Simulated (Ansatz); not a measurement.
ZnAu: thickness series

Start from ZnAu in the CsCl type structure (space group Pm-3m, No. 221).

```yaml
crystal:
  lattice:
    - [3.12862, 0.00000, 0.00000]
    - [0.00000, 3.12862, 0.00000]
    - [0.00000, 0.00000, 3.12862]
  atoms:
    - { symbol: Zn, position: [0.50000, 0.50000, 0.50000] }
    - { symbol: Au, position: [0.00000, 0.00000, 0.00000] }
```

Cartesian axes are those of the cell as printed.

Free-standing slabs (2 atom(s) a layer) normal to [110] with 15 Å of vacuum; in-plane cell held at bulk.

All numbers come from PBEsol, PAW, 420 eV (Ansatz, an electronic-structure program; no SOC).

Notes on the quantities. excess energy per area of both faces: slab less bulk energy over the cell's area: twice a surface energy; uncertain by up to 0.2 J/m²; layer's space group: with vacuum.

| change | excess energy per area of both faces | layer's space group | thickness between the outermost nuclei | shortest interatomic distance |
|---|---|---|---|---|
| base | – | – | – | 2.709 Å |
| 1 layer | – | Pmmm (No. 47) | – | 2.709 Å |
| 2 layers | 1.87 J/m² | Pmma (No. 51) | 2.28 Å | 2.710 Å |
| 3 layers | 1.9 J/m² | Pmmm (No. 47) | 4.57 Å | 2.686 Å |
| 4 layers | 1.9 J/m² | Pmma (No. 51) | 6.67 Å | 2.646 Å |
| 5 layers | 2.0 J/m² | Pmmm (No. 47) | 9.01 Å | 2.683 Å |
| 6 layers | 2.0 J/m² | Pmma (No. 51) | 11.16 Å | 2.653 Å |
| 7 layers | 2.0 J/m² | Pmmm (No. 47) | 13.37 Å | 2.670 Å |

Slab and bulk use different k-meshes, which limits the precision of the excess energy. No phonon test of stability was made.
